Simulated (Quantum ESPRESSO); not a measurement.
# Variants of one calculation on Zr₄CoNi (I422, 6 atoms in the cell)

Space group I422 (No. 97); a = b = 6.3766 Å, c = 5.3743 Å, α = β = γ = 90.00°

| atom | site | symmetry | x | y | z |
|---|---|---|---|---|---|
| Zr | 8j | ..2 | 0.3325 | 0.1675 | 0.2500 |
| Co | 2a | 422 | 0.0000 | 0.0000 | 0.0000 |
| Ni | 2b | 422 | 0.0000 | 0.0000 | 0.5000 |
(The calculation used a cell of 6 atoms; values per cell refer to that cell.)

Base run A: Quantum ESPRESSO 7.5 with LDA (PZ), GBRV 1.5 ultrasoft (LDA) pseudopotentials, self-consistent single point.

Its settings: ecutwfc = 50 Ry; ecutrho = 400 Ry; occupations = smearing; smearing = mp; degauss = 0.0147 Ry; potentials = {Zr: zr_lda_v1.uspp.F.UPF, Co: co_lda_v1.2.uspp.F.UPF, Ni: ni_lda_v1.4.uspp.F.UPF}; K_POINTS = automatic 5 5 5 1 1 1; conv_thr = 1e-10 Ry.

The starting cell comes from a database of computed structures (which also holds hypothetical and non-ambient phases and stackings), without a prior relaxation at this level. Spin polarisation is off. In the base run, with a pressure of about -8 GPa the cell is away from its equilibrium volume at this level.

ΔF is the free energy per atom less that of run A. A dash stands where there is no value to compare (another energy zero or no entropy term, no result, no spin, no clean gap, or a mesh too coarse for one). Absolute energies have different zeros for different potentials, functionals, Hubbard and dispersion terms and are not compared across them.

Runs:
- B: lattice scaled by 1.03; ecutwfc: 50 Ry → 30 Ry; ecutrho: 400 Ry → 240 Ry
- C: K_POINTS: automatic 5 5 5 1 1 1 → automatic 4 4 4 1 1 1
- D: degauss: 0.0147 Ry → 0.02205 Ry; K_POINTS: automatic 5 5 5 1 1 1 → automatic 6 6 6 1 1 1
- E: nbnd: default → 50
- F: degauss: 0.0147 Ry → 0.0036749 Ry
- G: mixing_beta: default → 0.5
- H: mixing_beta: default → 0.2; mixing_mode: default → plain
- I: ecutwfc: 50 Ry → 55 Ry; ecutrho: 400 Ry → 330 Ry; pseudopotentials: {Zr: zr_lda_v1.uspp.F.UPF, Co: co_lda_v1.2.uspp.F.UPF, Ni: ni_lda_v1.4.uspp.F.UPF} → {Zr: Zr.pz-spn-rrkjus_psl.1.0.0.UPF, Co: Co.pz-n-rrkjus_psl.1.0.0.UPF, Ni: Ni.pz-n-rrkjus_psl.1.0.0.UPF}

```
run  ΔF (meV/atom)  pressure (GPa)  largest force (eV/Å)  k-points  valence electrons
---  -------------  --------------  --------------------  --------  -----------------
A             0.00           -8.03                 0.037        18                 83
B            591.1          -42.87                 0.245        18                 83
C            -1.61           -8.14                 0.104        11                 83
D             0.54           -7.87                 0.047        28                 83
E             0.00           -8.03                 0.037        18                 83
F            -0.47           -7.95                 0.047        18                 83
G             0.00           -8.03                 0.037        18                 83
H             0.00           -8.03                 0.037        18                 83
I                –           -7.91                 0.035        18                 67
```

Run C against A: The free energy drops by 1.6 meV/atom, the pressure goes from -8.03 to -8.14 GPa and the largest force goes from 0.037 to 0.104 eV/Å.

Run B against A: The free energy rises by 591 meV/atom, the pressure goes from -8.03 to -42.87 GPa and the largest force goes from 0.037 to 0.245 eV/Å.

Run H against A: The free energy hardly moves (within 1 meV/atom), the pressure stays at -8.03 GPa and the largest force stays at 0.037 eV/Å.
